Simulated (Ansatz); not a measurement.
The reference is Cs₂AgBiBr₆ (space group Fm-3m, No. 225; a = 10.996 Å). Axes: x, y, z lie along the cube axes.

Calculations: Kohn–Sham DFT with the LDA functional, run in Ansatz (a program for electronic structure) with PAW and 420 eV plane waves, no spin-orbit coupling.

Before the change:

```
Quantity    Value
--------  -------
Band gap  0.94 eV
```

It is then changed as follows: the cell is stretched by 2.25 % along z with no lateral relaxation, atoms relaxed at fixed cell.

Q: Predict the new largest internal atomic displacement.

A: The largest internal atomic displacement comes out as 0.032 Å.

Q: What does the calculation give for the stress after the change?

A: The stress (xx, yy, zz, yz, xz, xy; compression positive) is (-0.42, -0.42, -1.13, 0.00, 0.00, 0.00) GPa.

Q: What does the calculation give for the band gap after the change?

A: The band gap falls by 0.02 eV, from 0.94 eV to 0.92 eV.

Q: How does this affect the energy relative to the base?

A: The energy grows by 2.8 meV/atom.

Spin-orbit coupling, missing from the scalar runs, can matter with Bi. The cells carry an imposed strain or load. Stability against distortions was not tested.
